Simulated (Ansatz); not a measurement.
**What a tighter setting buys: kpoints.mp_grid.grid, CdS (F-43m, 2 atoms in the cell)**

```
CdS
1.0
    0.00000     2.90587     2.90587
    2.90587     0.00000     2.90587
    2.90587     2.90587     0.00000
Cd S
1 1
Direct
  0.00000   0.00000   0.00000
  0.25000   0.25000   0.25000
```

Method: HSE06, PAW files made with PBE (plane waves; Ansatz, a first-principles code).

Base settings: basis.ecutwfc = 420 eV; kpoints.mp_grid.grid = 6 6 6; hamiltonian.xc = hse06; hamiltonian.pseudopotentials = {kind: paw} (an earlier, softer set of the program's PAW files); scf.occupations.method = fixed.

Misses are taken against the tightest run, 8 8 8, which need not be fully converged itself. The energy is the free energy per atom.

Core times come from one kind of shared machine and are given to one figure; runs under 30 s give none.

The starting cell comes from a database of computed structures (which also holds hypothetical and non-ambient phases and stackings), without a prior relaxation at this level. Its lattice was rescaled by a random factor within 2.5 % of one.

| kpoints.mp_grid.grid | energy less reference (meV/atom) | core time / reference (rough) |
|---|---|---|
| 4 4 4 | 13.01 | – |
| 5 5 5 | 2.84 | – |
| 6 6 6 | 0.68 | 0.3 |
| 7 7 7 | 0.14 | 0.6 |
| 8 8 8 | 0.00 | 1 |

Coarsest setting among those run that, with all tighter ones, holds the energy within 1 meV/atom of the reference: 6 6 6, off by 0.68 meV/atom; it needs about 0.3 of the reference's time.

Coarsest setting among those run that, with all tighter ones, holds the energy within 0.5 meV/atom of the reference: 7 7 7, off by 0.14 meV/atom; its saving against the reference is no more than about a factor of 2 in time.

Keys are those of Ansatz 0.2.
